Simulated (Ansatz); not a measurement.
```yaml
crystal:
  lattice:
    - [0.00000, 3.08530, 3.08530]
    - [3.08530, 0.00000, 3.08530]
    - [3.08530, 3.08530, 0.00000]
  atoms:
    - { symbol: Se, position: [0.75000, 0.75000, 0.75000] }
    - { symbol: Cd, position: [0.00000, 0.00000, 0.00000] }
```

A single point on CdSe with a change (isotropic strain +1.46 %), its geometry relaxed with PBEsol.

All numbers come from Ansatz (a program for electronic structure) HSE06, noncollinear with spin-orbit coupling. Γ-centred 6×6×6 mesh, Fermi–Dirac width 0.01 eV.

**Question.** What band gap does the calculation give?

**Answer.** 1.30 eV.

**Question.** What valence-band top at Γ (three highest Kramers pairs, from the VBM) does the calculation give?

**Answer.** 0.00, 0.00, -0.41 eV.

Single points use the geometry relaxed with PBEsol. Stability against distortions was not tested. The cell was made from CdSe in the zinc blende structure (space group F-43m, No. 216) by this change: isotropic strain +1.46 %.
